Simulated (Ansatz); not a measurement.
**A computed series for hypothetical cubic perovskite TlZnBr3: element substitutions**

Consider TlZnBr3 in the cubic perovskite structure (space group Pm-3m, No. 221; a = 5.135 Å; a hypothetical phase, not in the database extracts checked).

Each row replaces one element on all its sites; cell and atoms are relaxed.

All numbers come from plane-wave PAW DFT at the PBEsol level (Ansatz, a first-principles code, 420 eV), scalar-relativistic without spin-orbit coupling.

```json
[
 {"change": "base", "band gap": "0.29 eV", "lattice parameter a": "5.135 Å"},
 {"change": "Br → Cl", "band gap": "?", "lattice parameter a": "4.854 Å"},
 {"change": "Br → I", "band gap": "zero", "lattice parameter a": "?"},
 {"change": "Zn → Ti", "band gap": "zero", "lattice parameter a": "5.195 Å"}
]
```

### Question
Complete the table.

### Answer

- Br → Cl, band gap: 1.62 eV
- Br → I, lattice parameter a: 5.544 Å

The magnetic state is the one reached from the starting moments; the real material's order can differ, and small cells can't hold many antiferromagnetic ones. Spin-orbit coupling, missing from the scalar runs, can matter with Tl. Whether these cells are dynamically stable was not tested. As relaxed here, TlZnCl3, TlZnI3 and TiTlBr3 are hypothetical phases, not in the database extracts checked. No Hubbard U is applied, and correlation can decide whether such a compound is a metal. Spin-polarised in the final run: TiTlBr3; the other runs are not. Many cubic perovskites are stable only at high temperature; tilts and polar distortions were not tested. A zero or small gap of TlZnBr3 and TlZnI3 can be the functional's error rather than a property of the material.
